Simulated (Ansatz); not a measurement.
MoS2: response to strain

Consider MoS2 (space group P6_3/mmc, No. 194; a = 3.149 Å, c = 12.089 Å; layered, stacked along the Cartesian z axis). Axes: x lies along a and z along c of the hexagonal cell.

Strains are applied to the cell and any free atomic positions relax; under biaxial strain the out-of-plane vector relaxes too.

Calculations: PBE-D3(BJ), PAW, 420 eV (Ansatz, a quantum-chemistry and plane-wave program; without spin-orbit coupling).

Candidates:
(a) biaxial strain −2.40 %, plane normal [001], relaxed out of plane
(b) biaxial strain −1.80 %, plane normal [001], relaxed out of plane
(c) biaxial strain −3.00 %, plane normal [001], relaxed out of plane
(d) biaxial strain −0.60 %, plane normal [001], relaxed out of plane
(e) biaxial strain −1.20 %, plane normal [001], relaxed out of plane

**Question.** Order them by out-of-plane strain, highest first.

**Answer.** (c) biaxial strain −3.00 %, plane normal [001], relaxed out of plane (+1.06 %), (a) biaxial strain −2.40 %, plane normal [001], relaxed out of plane (+0.84 %), (b) biaxial strain −1.80 %, plane normal [001], relaxed out of plane (+0.62 %), (e) biaxial strain −1.20 %, plane normal [001], relaxed out of plane (+0.40 %), (d) biaxial strain −0.60 %, plane normal [001], relaxed out of plane (+0.20 %)

Stability against distortions was not tested.
